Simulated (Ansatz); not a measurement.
Hexagonal WC, treated with r²SCAN (Ansatz, a first-principles code, PAW).

Settings: plane-wave cutoff 600 eV, 24×24×22 k mesh (along the axes of the cell as run), Fermi–Dirac smearing 0.055 eV (set by the program), no spin polarisation, scalar-relativistic PAW data made under PBE.

Cell (measured lattice):

```xyz
2
Lattice="2.9065 0.0000 0.0000 -1.4533 2.5171 0.0000 0.0000 0.0000 2.8366" Properties=species:S:1:pos:R:3 pbc="T T T"
W      0.0000     0.0000     0.0000
C      1.4533     0.8390     1.4183
```

**Question.** Predict the Poisson ratio, Young modulus, elastic constant C33, elastic constant C66, elastic constant C11, elastic constant C12, elastic constant C13 and elastic constant C44.

**Answer.** 
- Poisson ratio = 0.204
- Young modulus = 727 GPa
- elastic constant C33 = 1001 GPa
- elastic constant C66 = 254 GPa
- elastic constant C11 = 751 GPa
- elastic constant C12 = 243 GPa
- elastic constant C13 = 178 GPa
- elastic constant C44 = 320 GPa

Note: the cell isn't this level's own, so it is under some stress, which shifts stiffness and frequencies.

Elastic constants are with the ions relaxed.

Spin–orbit coupling is not included.

Static lattice: no zero-point or thermal effects.
